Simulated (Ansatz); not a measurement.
Ru: uniaxial strain ε_yy = +1.08 %

The parent structure is Ru in the hcp (Mg type) structure (space group P6_3/mmc, No. 194; a = 2.706 Å, c = 4.265 Å; relaxed with 0.1 eV smearing). Axes: x lies along a and z along c of the hexagonal cell.

Now apply this change: the cell is stretched by 1.08 % along y with no lateral relaxation, atoms relaxed at fixed cell.

The values are results of Kohn–Sham DFT with the r2SCAN functional, run in Ansatz (an electronic-structure program) with PAW and 500 eV plane waves, no SOC, earlier PAW set, not measurements. Settings: 24×24×14 k-points, 0.1 eV Fermi–Dirac smearing.

The volume per atom rises by 0.146 Å³ (13.52 Å³ → 13.66 Å³) and the space group becomes Cmcm (No. 63) (base: P6_3/mmc (No. 194)). The shortest interatomic distance grows by 0.4 pm (264.3 pm → 264.7 pm) and the energy goes up by 2.9 meV/atom. The pressure (mean of the normal stresses, compression positive) goes from zero to -3.4 GPa and the band gap remains zero. The stress (xx, yy, zz, yz, xz, xy; compression positive) is (-2.0, -6.2, -2.0, 0.0, 0.0, 0.0) GPa.

Final structure:

```
Ru
1.0
    2.70552     0.00000     0.00000
   -1.35276     2.36835     0.00000
    0.00000     0.00000     4.26507
Ru
2
Direct
  0.33374   0.66748   0.75000
  0.66626   0.33252   0.25000
```

Stability against distortions was not tested. All final runs are without spin polarisation.
